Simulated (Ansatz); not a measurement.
**Au in the fcc (Cu type) structure (space group Fm-3m, No. 225)**

```xyz
1
Lattice="0.0000 2.0786 2.0786 2.0786 0.0000 2.0786 2.0786 2.0786 0.0000" Properties=species:S:1:pos:R:3 pbc="T T T"
Au     0.0000     0.0000     0.0000
```

Calculations: plane-wave PAW DFT at the PBE level (Ansatz, a first-principles code, 420 eV), scalar-relativistic without spin-orbit coupling, earlier PAW set. k-mesh 19×19×19 (Γ-centred); smearing 0.05 eV (Fermi–Dirac).

The volume per atom comes out as 17.96 Å³ and the density is 18.21 g/cm³. The band gap comes out as zero and the total energy is -13151.209 eV/atom (σ→0; compares only within this code and set-up).

Whether these cells are dynamically stable was not tested.
